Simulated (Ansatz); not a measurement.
Consider GaSb in the zinc blende structure (space group F-43m, No. 216; a = 6.214 Å).

(Cell as relaxed with PBE.)

Levels (all Ansatz, a quantum-chemistry and plane-wave program, PAW): PBE (420 eV, spin-orbit coupling left out); r2SCAN (500 eV, without spin-orbit coupling).

Each level relaxes its own structure.

| base | PBE | r2SCAN |
|---|---|---|
| volume per atom | 29.99 Å³ | 28.83 Å³ |
| lattice parameter a | 6.214 Å | 6.132 Å |
| band gap | zero | 0.41 eV |

Perturbation: a negative pressure, −2 GPa.

| quantity | PBE | r2SCAN |
|---|---|---|
| lattice parameter a | 6.320 Å | [?] |
| band gap | zero | [?] |

Question: What does r2SCAN give?

Answer: 
- lattice parameter a, r2SCAN: 6.219 Å
- band gap, r2SCAN: 0.10 eV

PBE's lattice parameter a lies 0.101 Å above r2SCAN's (1.6 %); they disagree on the band gap. Neither level is exact; r2SCAN is the comparison here, not a measurement.

With Sb present, leaving out spin-orbit coupling can change the band edges. Load acts through the strain it causes; cell and atoms are relaxed under it. Stability against distortions was not tested. The final runs are not spin-polarised. A zero or small gap of GaSb and GaSb under pressure −2 GPa can be the functional's error rather than a property of the material.
